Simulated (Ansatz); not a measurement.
ZnCu2GeS4 (model structure, started from the kesterite type, I-4, No. 82, 8 atoms in the cell), treated with PBE-D3(BJ) (PAW; Ansatz, a quantum-chemistry and plane-wave program).

Settings: plane-wave cutoff 500 eV, 10×10×10 k mesh, Fermi–Dirac smearing 0.05 eV, no spin polarisation, scalar-relativistic PAW data made under PBE.

Cell (relaxed at this level):

Space group I-4 (No. 82); a = 5.288 Å, b = 5.288 Å, c = 10.507 Å, α = 90.00°, β = 90.00°, γ = 90.00°

| atom | site | symmetry | x | y | z |
|---|---|---|---|---|---|
| Cu | 2a | -4.. | 0.0000 | 0.0000 | 0.0000 |
| Cu | 2c | -4.. | 0.0000 | 0.5000 | 0.2500 |
| Zn | 2d | -4.. | 0.5000 | 0.0000 | 0.2500 |
| Ge | 2b | -4.. | 0.0000 | 0.0000 | 0.5000 |
| S | 8g | 1 | 0.2439 | 0.2528 | 0.3765 |
(The calculation used a cell of 8 atoms; values per cell refer to that cell.)

### Question
Estimate the band gap that the calculation returns.

### Answer

- band gap: 0.64 eV (on the SCF k mesh)

Note: the relaxation could raise the start's symmetry but not lower it, so the cell can be a saddle point.

Spin–orbit coupling is not included.

The computed numbers hold no vibrational or temperature effects.

It cost around 11 core-minutes (rough) of CPU time.

A model structure was made by putting elements into a prototype or built by hand; it is no filed structure, need not be a known phase, and can be a saddle point held by its symmetry.
